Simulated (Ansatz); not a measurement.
# Fluorite NiSi2

All values below come from PBE (PAW; Ansatz, a first-principles code).

Numerical settings: plane-wave cutoff 520 eV, 20×20×20 k mesh, Fermi–Dirac smearing 0.072 eV (set by the program), no spin polarisation, scalar-relativistic PAW data made under PBE.

Cell: measured lattice: a = 5.4060 Å, b = 5.4060 Å, c = 5.4060 Å, α = 90.00°, β = 90.00°, γ = 90.00°.

| Quantity | Value |
|---|---|
| elastic constant C11 | 194 GPa |
| elastic constant C12 | 143 GPa |
| elastic constant C44 | 76.2 GPa |
| Voigt–Reuss–Hill bulk modulus | 160 GPa |
| Voigt–Reuss–Hill shear modulus (Hill average) | 49.3 GPa |
| Young modulus | 134 GPa |
| Poisson ratio | 0.360 |

Note: the cell isn't this level's own, so it is under some stress, which shifts stiffness and frequencies.

Elastic constants are with the ions relaxed.

The computed numbers hold no vibrational or temperature effects.
